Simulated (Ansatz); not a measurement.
Results of PBE0 (Ansatz, a program for electronic structure, PAW) for L1₀ (CuAu-type) FePt.

Settings: plane-wave cutoff 460 eV, 10×10×8 k mesh (along the axes of the cell as run), Fermi–Dirac smearing 0.05 eV, spin-polarised with parallel moments, scalar-relativistic PAW data made under PBE.

Cell (relaxed at this level):

```xyz
2
Lattice="2.7528 0.0000 0.0000 0.0000 2.7528 0.0000 0.0000 0.0000 3.7360" Properties=species:S:1:pos:R:3 pbc="T T T"
Fe     0.0000     0.0000     0.0000
Pt     1.3764     1.3764     1.8680
```
Starting moments (μB, in the order of the record's atoms Fe Pt): 3.0 0.0.

Question: What does this level give for the magnetic moment (largest site, within a sphere)?

Answer: 
- magnetic moment (largest site, within a sphere) = 3.52 μB

Moments are spin moments.

Spin–orbit coupling is not included.

Computed values are for the static lattice.

It cost about 70 core-minutes (a rough figure) of CPU time.
